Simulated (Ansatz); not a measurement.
Pressure series in Ge

Base system: Ge in the diamond structure (space group Fd-3m, No. 227; a = 5.6727 Å).

Cell and atoms are relaxed at each pressure.

Method: r2SCAN (Ansatz, a program for electronic structure), spin-orbit coupling left out, earlier PAW set.

For the base:

```
Quantity                        Result
-----------------------------  -------
Width of the top valence band  4.01 eV
```

**Question.** The aim is a width of the top valence band between 6.05 eV and 6.60 eV. Which of these changes reaches it?
(A) pressure 1.8 GPa
(B) pressure 9 GPa
(C) pressure 60 GPa
(D) pressure 4.2 GPa

**Answer.** C, pressure 60 GPa. It gives 6.23 eV; pressure 4.2 GPa gives 4.27 eV; pressure 9 GPa gives 4.53 eV; pressure 1.8 GPa gives 4.13 eV. Changes not listed may reach it too

The levels and masses belong to the bands next to the band gap. Load acts through the strain it causes; cell and atoms are relaxed under it. Whether these cells are dynamically stable was not tested. Measured, Ge leaves this structure (for the β-tin structure) near 10.6 GPa (room temperature; as listed in arXiv:1906.07825).
